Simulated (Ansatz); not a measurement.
Here is the system:

End structure of the (117) surface of germanium, 3 pairs of surface atoms bonded, H on all but both atoms of one pair (paired Ge at depth 0.0 Å) (bottom of the slab: built like the top, H on every dangling bond, free):

```yaml
crystal:
  lattice:
    - [8.14587, 0.00000, 0.00000]
    - [2.03647, 14.54329, 0.00000]
    - [0.00000, 0.00000, 29.50000]
  atoms:
    - { symbol: Ge, position: [0.40474, 0.37996, 0.33576] }
    - { symbol: Ge, position: [0.90490, 0.38166, 0.33679] }
    - { symbol: Ge, position: [0.16283, 0.72504, 0.35118] }
    - { symbol: Ge, position: [0.47480, 0.72477, 0.35114] }
    - { symbol: Ge, position: [0.44797, 0.20948, 0.35310] }
    - { symbol: Ge, position: [0.94710, 0.21043, 0.35350] }
    - { symbol: Ge, position: [0.14134, 0.44301, 0.37391] }
    - { symbol: Ge, position: [0.63742, 0.44202, 0.37380] }
    - { symbol: Ge, position: [0.52178, 0.87647, 0.38225] }
    - { symbol: Ge, position: [0.04009, 0.87688, 0.38207] }
    - { symbol: Ge, position: [0.20456, 0.18342, 0.39959] }
    - { symbol: Ge, position: [0.70414, 0.18199, 0.39974] }
    - { symbol: Ge, position: [0.59314, 0.60288, 0.40528] }
    - { symbol: Ge, position: [0.10492, 0.60399, 0.40570] }
    - { symbol: Ge, position: [0.27302, 0.90763, 0.43102] }
    - { symbol: Ge, position: [0.77587, 0.89761, 0.42665] }
    - { symbol: Ge, position: [0.66709, 0.33284, 0.43799] }
    - { symbol: Ge, position: [0.16621, 0.33381, 0.43797] }
    - { symbol: Ge, position: [0.34522, 0.62361, 0.45582] }
    - { symbol: Ge, position: [0.84198, 0.62664, 0.45283] }
    - { symbol: Ge, position: [0.73575, 0.05857, 0.45998] }
    - { symbol: Ge, position: [0.23332, 0.06527, 0.46188] }
    - { symbol: Ge, position: [0.41176, 0.35294, 0.48291] }
    - { symbol: Ge, position: [0.91176, 0.35294, 0.48291] }
    - { symbol: Ge, position: [0.80392, 0.78431, 0.48975] }
    - { symbol: Ge, position: [0.30392, 0.78431, 0.48975] }
    - { symbol: Ge, position: [0.48039, 0.07843, 0.51025] }
    - { symbol: Ge, position: [0.98039, 0.07843, 0.51025] }
    - { symbol: Ge, position: [0.87255, 0.50980, 0.51709] }
    - { symbol: Ge, position: [0.37255, 0.50980, 0.51709] }
    - { symbol: Ge, position: [0.54908, 0.80274, 0.54014] }
    - { symbol: Ge, position: [0.05116, 0.79618, 0.53824] }
    - { symbol: Ge, position: [0.93903, 0.23924, 0.54376] }
    - { symbol: Ge, position: [0.44229, 0.23597, 0.54687] }
    - { symbol: Ge, position: [0.61804, 0.53317, 0.56210] }
    - { symbol: Ge, position: [0.11572, 0.53224, 0.56210] }
    - { symbol: Ge, position: [0.01148, 0.95435, 0.56851] }
    - { symbol: Ge, position: [0.50875, 0.96407, 0.57292] }
    - { symbol: Ge, position: [0.69200, 0.25829, 0.59434] }
    - { symbol: Ge, position: [0.17917, 0.25733, 0.59389] }
    - { symbol: Ge, position: [0.06681, 0.68132, 0.60219] }
    - { symbol: Ge, position: [0.59217, 0.68265, 0.60210] }
    - { symbol: Ge, position: [0.76280, 0.98583, 0.61726] }
    - { symbol: Ge, position: [0.24415, 0.98564, 0.61740] }
    - { symbol: Ge, position: [0.14724, 0.41815, 0.62625] }
    - { symbol: Ge, position: [0.64274, 0.41897, 0.62642] }
    - { symbol: Ge, position: [0.83070, 0.67679, 0.65930] }
    - { symbol: Ge, position: [0.33546, 0.65874, 0.64415] }
    - { symbol: Ge, position: [0.12164, 0.13710, 0.64880] }
    - { symbol: Ge, position: [0.80967, 0.13720, 0.64890] }
    - { symbol: Ge, position: [0.87447, 0.50155, 0.64898] }
    - { symbol: Ge, position: [0.37736, 0.48781, 0.66219] }
    - { symbol: H, position: [0.40061, 0.39538, 0.28357] }
    - { symbol: H, position: [0.90134, 0.39677, 0.28456] }
    - { symbol: H, position: [0.10305, 0.71034, 0.30197] }
    - { symbol: H, position: [0.54167, 0.71044, 0.30188] }
    - { symbol: H, position: [0.46058, 0.15364, 0.30810] }
    - { symbol: H, position: [0.96204, 0.15572, 0.30816] }
    - { symbol: H, position: [0.50431, 0.94877, 0.34315] }
    - { symbol: H, position: [0.02170, 0.94917, 0.34297] }
    - { symbol: H, position: [0.78042, 0.91299, 0.65619] }
    - { symbol: H, position: [0.26239, 0.91349, 0.65655] }
    - { symbol: H, position: [0.32216, 0.70711, 0.69130] }
    - { symbol: H, position: [0.18213, 0.15197, 0.69792] }
    - { symbol: H, position: [0.74210, 0.15190, 0.69807] }
    - { symbol: H, position: [0.38226, 0.46790, 0.71404] }
```

Set-up: 66 atoms, 13.1 Å thick at the start with caps and adatoms (thin: gaps and levels are the slab's own); mesh 4x2x1; 0.025 eV smearing; dipole correction on; 8 atoms held, the rest relaxed; no symmetry held; no spin, no spin-orbit, no U. In PBE it is, or lies within 0.01 eV a 1x1 cell of, the lowest of the 2 structures of its composition computed so far; larger cells were not tried.

Question: Give the gap of the slab on its k-mesh at the level PBE (Ansatz, an electronic-structure program).

Answer: 0.54 eV

Question: What highest filled level below the top vacuum level does PBE give?

Answer: 4.76 eV
